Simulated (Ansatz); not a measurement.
**AlN: response to strain**

Consider AlN in the zinc blende structure (space group F-43m, No. 216; a = 4.3777 Å). Axes: x, y, z lie along the cube axes.

Strains are applied to the cell and any free atomic positions relax; under biaxial strain the out-of-plane vector relaxes too; under stress the whole cell relaxes.

Calculations: plane-wave PAW DFT at the PBEsol level (Ansatz, a program for electronic structure, 420 eV), no SOC.

Notes on the quantities. pressure: mean of the normal stresses, compression positive; energy relative to the base: free energy F.

```csv
change,pressure,energy relative to the base,band gap,electron mass
base,0.00 GPa,0 meV/atom,3.19 eV,"0.52 mₑ along k, 0.32 mₑ across (at X)"
"biaxial strain +1.21 %, plane normal [001], relaxed out of plane",-2.06 GPa,+2.5 meV/atom,…,"0.50 mₑ along k, 0.33 mₑ across (at X)"
"biaxial strain +2.21 %, plane normal [001], relaxed out of plane",-3.59 GPa,+8.0 meV/atom,2.94 eV,"0.48 mₑ along k, 0.34 mₑ across (at X)"
"biaxial strain +2.35 %, plane normal [111], relaxed out of plane",-7.02 GPa,+17 meV/atom,2.99 eV,–
isotropic strain −1.26 %,8.20 GPa,+9.7 meV/atom,3.21 eV,"0.52 mₑ along k, 0.32 mₑ across (at X)"
isotropic strain −1.17 %,7.57 GPa,+8.4 meV/atom,3.21 eV,"0.52 mₑ along k, 0.32 mₑ across (at X)"
uniaxial strain ε_yy = −1.47 %,3.03 GPa,+2.0 meV/atom,3.12 eV,"0.50 mₑ along k, 0.32 mₑ across (at X)"
uniaxial strain ε_yy = +1.31 %,-2.56 GPa,+1.6 meV/atom,…,"0.52 mₑ along k, 0.32 mₑ across (at X)"
"uniaxial stress, 8 GPa compression along z",–,+18 meV/atom,2.80 eV,"0.43 mₑ along k, 0.36 mₑ across (at X)"
tensor shear ε_xy = −2.45 %,…,+14 meV/atom,2.90 eV,–
```

Task: What belongs in the blanks?

Result: 
- biaxial strain +1.21 %, plane normal [001], relaxed out of plane, band gap: 3.05 eV
- uniaxial strain ε_yy = +1.31 %, band gap: 3.15 eV
- tensor shear ε_xy = −2.45 %, pressure: 0.14 GPa

Effective masses come from finite differences of ±0.01 Å⁻¹. Along k means along the line from Γ to the band edge. Stability under load was not tested beyond the relaxation. This is not the structure that AlN has at room temperature and ambient pressure.
